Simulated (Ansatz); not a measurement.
Defect: S-vacancy pair (S on one host P site, one P site vacant) in zinc-blende InP, neutral cell. Method: PBE, PAW (plane waves to 420 eV; Ansatz, a program for electronic structure).

64-site cell at the relaxed PBE lattice, one k-point at (0.250, 0.250, 0.250), smearing 0.05 eV, spin-restricted, no finite-size correction. Static, classical nuclei. PBE gaps are too small, and in this host the defect's levels may merge with the bands. The charge state is imposed; whether it is stable for some Fermi level was not computed. Forms of the defect that were not tried may lie lower. On the k-point mesh the defect's levels are only partly filled at one site or more.

Barriers: single points on a 2×2×2 k-point mesh shifted by half a step at the bands' geometries (they differ from the bands' own by up to 0.14 eV, and are uncertain by about as much).

Relaxed starting cell (atoms counted from 1):

```
CELL_PARAMETERS angstrom
     11.92000     0.00000     0.00000
      0.00000    11.92000     0.00000
      0.00000     0.00000    11.92000
ATOMIC_POSITIONS crystal
  In 0.99458 0.99634 0.99816
  In 0.99572 0.99734 0.50757
  In 0.02870 0.50936 0.02881
  In 0.99887 0.49739 0.49436
  In 0.50224 0.00237 0.99986
  In 0.50067 0.00210 0.50109
  In 0.49569 0.49843 0.00113
  In 0.49391 0.49644 0.49450
  S  0.12810 0.12119 0.37703
  P  0.12145 0.12202 0.87572
  P  0.12333 0.62732 0.37541
  P  0.12944 0.62832 0.87592
  P  0.62265 0.12950 0.37579
  P  0.62703 0.12959 0.87633
  P  0.62670 0.62089 0.37515
  P  0.62367 0.62159 0.87575
  In 0.02856 0.24988 0.21038
  In 0.99917 0.25507 0.75689
  In 0.99735 0.75376 0.25540
  In 0.99876 0.74674 0.74952
  In 0.49611 0.25515 0.25169
  In 0.49626 0.25264 0.75443
  In 0.50153 0.74734 0.25053
  In 0.50066 0.74813 0.74965
  P  0.12326 0.37526 0.62506
  P  0.12299 0.87523 0.12548
  P  0.12670 0.87441 0.62668
  P  0.62488 0.37543 0.12534
  P  0.62531 0.37544 0.62480
  P  0.62491 0.87493 0.12608
  P  0.62478 0.87542 0.62556
  In 0.25559 0.99106 0.24945
  In 0.24994 0.00280 0.74945
  In 0.21742 0.50738 0.21661
  In 0.25020 0.49673 0.75343
  In 0.74604 0.00268 0.25081
  In 0.74873 0.00184 0.74983
  In 0.75460 0.49526 0.25099
  In 0.75472 0.49746 0.75528
  P  0.37464 0.12429 0.12913
  P  0.37428 0.12863 0.62383
  P  0.37547 0.62871 0.12408
  P  0.37517 0.62149 0.62674
  P  0.87335 0.12146 0.12498
  P  0.87603 0.13028 0.62791
  P  0.87515 0.62790 0.12945
  P  0.87555 0.62131 0.62391
  In 0.22680 0.24202 0.02129
  In 0.25377 0.25793 0.49902
  In 0.25491 0.75535 0.99839
  In 0.24953 0.74605 0.50155
  In 0.75537 0.25403 0.00072
  In 0.75493 0.25249 0.49509
  In 0.74832 0.74726 0.99969
  In 0.74865 0.74778 0.50171
  P  0.35856 0.38374 0.35888
  P  0.36223 0.36848 0.88839
  P  0.37762 0.87194 0.37964
  P  0.37837 0.87958 0.87242
  P  0.89045 0.36493 0.36081
  P  0.88969 0.38560 0.89109
  P  0.87140 0.87915 0.37792
  P  0.87197 0.87165 0.87262
```

End state 1 differs by these moves (Å; atoms that move under 0.08 Å are left out):

```csv
atom,element,Δx,Δy,Δz
1,In,0.14,0.02,0.07
3,In,-0.28,-0.17,-0.32
5,In,-0.36,0.23,-0.11
6,In,0.04,-0.08,0.03
8,In,0.08,0.07,0.05
9,S,-0.02,0.10,0.02
13,P,0.04,-0.09,0.03
15,P,-0.01,0.07,-0.05
17,In,-0.34,0.05,0.38
19,In,0.11,0.03,-0.11
21,In,-0.26,-0.35,0.12
22,In,0.09,0.01,-0.11
23,In,-0.01,0.07,-0.06
26,P,0.23,0.21,0.13
27,P,-0.04,-0.03,-0.07
28,P,-0.17,-0.18,0.09
30,P,-0.16,0.15,-0.12
32,In,0.45,0.53,-0.03
33,In,-0.04,-0.08,-0.04
34,In,0.37,-0.14,0.35
38,In,-0.11,-0.01,-0.06
40,P,-2.79,2.80,-0.14
48,In,0.60,-0.31,-0.33
49,In,-0.02,-0.01,0.13
50,In,-0.05,0.01,0.08
51,In,0.01,0.03,-0.07
52,In,-0.12,-0.06,0.04
56,P,0.16,-0.07,0.24
57,P,0.17,0.04,-0.17
59,P,-0.07,-0.09,-0.03
60,P,-0.16,0.12,0.14
61,P,-0.20,-0.13,-0.14
62,P,0.03,-0.04,-0.10
63,P,0.07,0.04,0.08
```

Problem. Give the forward and backward barriers to end state 1 at the level PBE, PAW.

Solution. forward 1.48 eV, backward 1.48 eV; at the saddle point atom 40 has neighbours In at 2.57, In at 2.61, In at 2.68, In at 2.94 Å. The program found a first-order saddle point.
